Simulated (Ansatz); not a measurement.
Ba2TaBiO6: response to strain

Consider Ba2TaBiO6 (space group Fm-3m, No. 225; a cell from a computed database, its experimental status unchecked).

```xyz
10
Lattice="0.0000 4.2852 4.2852 4.2852 0.0000 4.2852 4.2852 4.2852 0.0000" Properties=species:S:1:pos:R:3 pbc="T T T"
Ba     2.1426     2.1426     2.1426
Ba     6.4278     6.4278     6.4278
Ta     4.2852     4.2852     4.2852
Bi     0.0000     0.0000     0.0000
O      6.2665     4.2852     4.2852
O      2.3040     4.2852     4.2852
O      4.2852     6.2665     4.2852
O      4.2852     2.3040     4.2852
O      4.2852     4.2852     6.2665
O      4.2852     4.2852     2.3040
```

Cartesian axes are those of the cell as printed.

Strains are applied to the cell and any free atomic positions relax; under biaxial strain the out-of-plane vector relaxes too.

All numbers come from PBEsol (Ansatz, an electronic-structure program, PAW, scalar-relativistic without spin-orbit coupling).

| case | band gap | gap character | space group | shortest interatomic distance |
|---|---|---|---|---|
| base | 2.51 eV | direct at L | Fm-3m (No. 225) | 1.981 Å |
| biaxial strain +3.26 %, plane normal [001], relaxed out of plane | 2.52 eV | direct at N | I4/mmm (No. 139) | 1.962 Å |
| biaxial strain −3.19 %, plane normal [110], relaxed out of plane | 1.94 eV | indirect, S → R | Immm (No. 71) | 1.935 Å |
| isotropic strain +5.50 % | 2.71 eV | direct at L | Fm-3m (No. 225) | 2.047 Å |

With Bi and Ta present, leaving out spin-orbit coupling can change the band edges. Stability against distortions was not tested. k-point labels follow each cell's own Brillouin zone.
